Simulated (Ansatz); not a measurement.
```yaml
crystal:
  lattice:
    - [0.00000, 1.76952, 1.76952]
    - [1.76952, 0.00000, 1.76952]
    - [1.76952, 1.76952, 0.00000]
  atoms:
    - { symbol: N, position: [0.25000, 0.25000, 0.25000] }
    - { symbol: B, position: [0.00000, 0.00000, 0.00000] }
```

Dynamical quadrupoles are not included in the interpolation of the phonons between the solved wave vectors. The pressure is 15 GPa. The structure is held there; whether it is the stable one at that pressure was not tested.

Question: What linear thermal expansion coefficient does the quasi-harmonic free energy on LDA in Ansatz (an electronic-structure program) give at 750 K, and what isobaric heat capacity per mole of formula units and Grüneisen parameter?

Answer: α = 4.1 × 10⁻⁶ K⁻¹; C_P = 39.5 J/(mol K); γ = 0.94. Whether this phase is the stable one at each condition was not tested.

The PAW data sets were generated under PBE and serve the other functionals too.
